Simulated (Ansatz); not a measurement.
## Migration barriers: interstitial Zn in wurtzite GaN, charge state +2

System: interstitial Zn in wurtzite GaN (charge state +2). All values below come from PBE, PAW (plane waves to 420 eV; Ansatz, a program for electronic structure).

Cell of 72 host sites held at the relaxed PBE lattice; one k-point at (0.125, 0.250, 0.250); Fermi-Dirac width 0.01 eV, spin-restricted; finite-size errors left in. Static, classical nuclei. The charge state is imposed; whether it is stable for some Fermi level was not computed. Sites that were not tried may lie lower.

Barriers: single points on a 2×2×2 k-point mesh shifted by half a step along c at the bands' geometries.

| Route | Start site over the lowest site run (eV) | Hop (Å) | Forward barrier (eV) | Backward barrier (eV) | Neighbours at the start | Neighbours at the saddle | Saddle order | Forward, on the band's own sampling (eV) |
|---|---|---|---|---|---|---|---|---|
| Zn moves alone to another site | 0.00 | 3.22 | 0.69 | 0.69 | 2 Ga at 2.40, Ga at 2.41, 3 Ga at 2.53; 3 N at 2.01, N at 2.60, N at 2.61 Å | Ga at 2.27; N at 1.79, N at 1.88 Å | first order | 0.72 |
| Zn moves alone to another site | 0.00 | 2.61 | 1.27 | 1.27 | 2 Ga at 2.40, Ga at 2.41, 3 Ga at 2.53; 3 N at 2.01, N at 2.60, N at 2.61 Å | 3 Ga at 2.21; 3 N at 1.99 Å | first order | 1.27 |

Paths come from CI-NEB runs. Of the routes that converged and passed our checks, the lowest saddle point lies 0.69 eV above the lowest of the sites run (Zn moves alone to another site); other sites, such as split forms, and other routes may lie lower.
